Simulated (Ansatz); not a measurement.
## Effort and miss along a sweep of kpoints.mp_grid.grid: Rb₂CuBiF₆ (Fm-3m, 10 atoms in the cell)

Cell: a = 6.3970 Å, b = 6.3970 Å, c = 6.3970 Å, α = 60.00°, β = 60.00°, γ = 60.00°.

Computed with PBE0, default PAW files made with PBE (plane waves; Ansatz, a program for electronic structure).

Base settings: basis.ecutwfc = 420 eV; kpoints.mp_grid.grid = 3 3 3; hamiltonian.xc = pbe0; hamiltonian.pseudopotentials = {kind: paw} (the program's default PAW files); scf.occupations.method = fixed.

Misses are taken against the tightest run, 4 4 4, which need not be fully converged itself. The energy is the free energy per atom.

Core times come from one kind of shared machine and are given to one figure; runs under 30 s give none.

The starting cell comes from a database of computed structures (which also holds hypothetical and non-ambient phases and stackings), without a prior relaxation at this level. Ansatz's pressure includes its estimate of the finite-basis (Pulay) stress.

```
kpoints.mp_grid.grid  energy less reference (meV/atom)  pressure less reference (GPa)  largest difference in the force on any atom (eV/Å)  core time / reference (rough)
--------------------  --------------------------------  -----------------------------  --------------------------------------------------  -----------------------------
1 1 1                                           142.89                           2.89                                               0.650                              –
2 2 2                                             2.85                           0.06                                               0.022                            0.2
3 3 3                                            -0.02                           0.00                                               0.000                            0.4
4 4 4                                             0.00                           0.00                                               0.000                              1
```

Coarsest setting among those run that, with all tighter ones, holds the energy within 20 meV/atom of the reference: 2 2 2, off by 2.8 meV/atom; it needs about 0.2 of the reference's time.

Coarsest setting among those run that, with all tighter ones, holds the energy within 0.5 meV/atom of the reference: 3 3 3, off by 0.02 meV/atom; it needs about 0.4 of the reference's time.

Keys are those of Ansatz 0.2.
